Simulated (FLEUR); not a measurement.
A working FLEUR input for Li3In2 (R-3m, 5 atoms in the cell) (DFT, PBEsol, all-electron FLAPW (FLEUR), scalar-relativistic valence):

```xml
# input of inpgen
Li3In2 FLAPW
&input film=f /
0.4219463376 0.2436108741 0.8732783235
-0.4219463376 0.2436108741 0.8732783235
0.0000000000 -0.4872216207 0.8732783590
10.6321814632
1.0 1.0 1.0

5
3 0.0000000000 0.0000000000 0.0000000000
3 0.3990000000 0.3990000000 0.3990000000
3 0.6010000000 0.6010000000 0.6010000000
49 0.7946000000 0.7946000000 0.7946000000
49 0.2054000000 0.2054000000 0.2054000000

&comp jspins=1 /
&exco xctyp='PBEs' /
&kpt div1=4 div2=4 div3=4 gamma=t /
&end /
# inp.xml
<?xml version="1.0" encoding="UTF-8" standalone="no"?>
<fleurInput fleurInputVersion="0.39">
   <comment>
      Li3In2 FLAPW                                                                                        
   </comment>
   <calculationSetup>
      <cutoffs Kmax="4.4" Gmax="17.6" GmaxXC="17.6" numbands="0"/>
      <scfLoop itmax="100" minDistance="0.00001" maxIterBroyd="99" imix="Anderson" alpha="0.05" precondParam="0.0" spinf="2.0"/>
      <coreElectrons ctail="T" frcor="F" kcrel="0" coretail_lmax="0"/>
      <xcFunctional name="PBEs" relativisticCorrections="F"/>
      <magnetism jspins="1"/>
      <soc l_soc="F" theta="0.0" phi="0.0" spav="F"/>
      <expertModes spex="0" secvar="F"/>
      <geometryOptimization l_f="T" forcealpha="1.0" forcemix="BFGS" epsdisp="0.00001" epsforce="0.00001"/>
      <ldaU l_linMix="F" mixParam="0.05" spinf="1.0"/>
   </calculationSetup>
   <cell>
      <bzIntegration valenceElectrons="29.0" mode="hist" fermiSmearingEnergy="0.00367493">
         <kPointListSelection listName="default-1"/>
         <!-- k-points included here -->
         <xi:include xmlns:xi="http://www.w3.org/2001/XInclude" href="kpts.xml"> </xi:include>
      </bzIntegration>
      <!-- symmetry operations included here -->
      <xi:include xmlns:xi="http://www.w3.org/2001/XInclude" href="sym.xml"> </xi:include>
      <bulkLattice scale="1.0">
         <bravaisMatrix>
            <row-1>    4.4862100290958491     2.5901150198399692     9.2848536033310740</row-1>
            <row-2>   -4.4862100290958491     2.5901150198399692     9.2848536033310740</row-2>
            <row-3>    0.0000000000000000    -5.1802286840768019     9.2848539807735140</row-3>
         </bravaisMatrix>
      </bulkLattice>
   </cell>
   <atomSpecies>
      <species name="Lithium (Li)" element="Li" atomicNumber="3">
         <mtSphere radius="1.82" gridPoints="629" logIncrement="0.016"/>
         <atomicCutoffs lmax="8" lnonsphr="6"/>
         <electronConfig flipSpins="F">
            <coreConfig>(1s1/2)</coreConfig>
            <valenceConfig>(2s1/2)</valenceConfig>
            <stateOccupation state="(2s1/2)" spinUp="0.5" spinDown="0.5"/>
         </electronConfig>
         <energyParameters s="2" p="2" d="3" f="4"/>
      </species>
      <species name="Indium (In)" element="In" atomicNumber="49">
         <mtSphere radius="2.68" gridPoints="925" logIncrement="0.014"/>
         <atomicCutoffs lmax="10" lnonsphr="8"/>
         <electronConfig flipSpins="F">
            <coreConfig>(1s1/2) (2s1/2) (2p1/2) (2p3/2) (3s1/2) (3p1/2) (3p3/2) (4s1/2) (3d3/2) (3d5/2) (4p1/2) (4p3/2)</coreConfig>
            <valenceConfig>(5s1/2) (4d3/2) (4d5/2) (5p1/2) (5p3/2)</valenceConfig>
            <stateOccupation state="(5p1/2)" spinUp="0.1666666666667" spinDown="0.1666666666667"/>
            <stateOccupation state="(5p3/2)" spinUp="0.3333333333333" spinDown="0.3333333333333"/>
         </electronConfig>
         <energyParameters s="5" p="5" d="5" f="4"/>
         <lo type="SCLO" l="2" n="4" eDeriv="0"/>
      </species>
   </atomSpecies>
   <atomGroups>
      <atomGroup species="Lithium (Li)">
         <relPos label="                   1">.0000000000 .0000000000 .0000000000</relPos>
         <force calculate="T" relaxXYZ="TTT"/>
      </atomGroup>
      <atomGroup species="Lithium (Li)">
         <relPos label="                   2">.3990000000 .3990000000 .3990000000</relPos>
         <relPos label="                   3">-.3990000000 -.3990000000 -.3990000000</relPos>
         <force calculate="T" relaxXYZ="TTT"/>
      </atomGroup>
      <atomGroup species="Indium (In)">
         <relPos label="                   4">-.2054000000 -.2054000000 -.2054000000</relPos>
         <relPos label="                   5">.2054000000 .2054000000 .2054000000</relPos>
         <force calculate="T" relaxXYZ="TTT"/>
      </atomGroup>
   </atomGroups>
   <output dos="F" band="F" slice="F">
      <checks vchk="F" cdinf="F"/>
      <bandDOS minEnergy="-.5*Htr" maxEnergy="0.5*Htr" sigma="0.015" storeEVData="T"/>
      <vacuumDOS vacdos="F" integ="F" star="F" nstars="0" locx1="0.0" locy1="0.0" locx2="0.0" locy2="0.0" nstm="0" tworkf="0.0"/>
      <unfoldingBand unfoldBand="F" supercellX="1" supercellY="1" supercellZ="1"/>
      <plotting iplot="0" polar="F">
         <plot TwoD="T" vec1="  1.0  0.0  0.0" vec2="  0.0  1.0  0.0" vec3="  0.0  0.0  1.0" zero="  0.0  0.0  0.0" file="plot"/>
      </plotting>
      <chargeDensitySlicing numkpt="0" minEigenval="0.0" maxEigenval="0.0" nnne="0" pallst="F"/>
      <specialOutput eonly="F"/>
      <magneticCircularDichroism mcd="F" energyLo="-10.0" energyUp="0.0"/>
   </output>
  <!-- We include the file relax.xml here to enable relaxations (see documentation) -->
  <xi:include xmlns:xi="http://www.w3.org/2001/XInclude" href="relax.xml"> <xi:fallback/> </xi:include>
</fleurInput>
```

The run converged in 14 iterations: free energy E − TS -320651.4302 eV; Fermi level (on the code's own zero) 4.70 eV; largest force (vector length) 0.170 eV/Å. Each of these slips is then made, one at a time:

(1)
```diff
-      <scfLoop itmax="100" minDistance="0.00001" maxIterBroyd="99" imix="Anderson" alpha="0.05" precondParam="0.0" spinf="2.0"/>
+      <scfLoop itmax="100" minDistance="5.0" maxIterBroyd="99" imix="Anderson" alpha="0.05" precondParam="0.0" spinf="2.0"/>
-      <geometryOptimization l_f="T" forcealpha="1.0" forcemix="BFGS" epsdisp="0.00001" epsforce="0.00001"/>
+      <geometryOptimization l_f="F" forcealpha="1.0" forcemix="BFGS" epsdisp="0.00001" epsforce="0.00001"/>
```

(2)
```diff
-      <scfLoop itmax="100" minDistance="0.00001" maxIterBroyd="99" imix="Anderson" alpha="0.05" precondParam="0.0" spinf="2.0"/>
+      <scfLoop itmax="3" minDistance="0.00001" maxIterBroyd="99" imix="Anderson" alpha="0.05" precondParam="0.0" spinf="2.0"/>
```

Problem. What happens in each case?

Solution. 
(1) A convergence threshold that is too loose. The run converged in 1 iterations without an error; against the sound input the free energy drops by 37.7 meV/atom.

(2) An iteration limit that is too low. The run ended unconverged after 3 iterations.

The starting cell comes from a database of published, mostly measured structures (it also holds non-ambient and calculated ones), without a prior relaxation at this level. Values depend on the basis (sphere radii, cutoffs, local orbitals), which need not be converged.

Left out of this page: 4 runs of the series outside the window shown, repeating another row's setting, or not comparable.
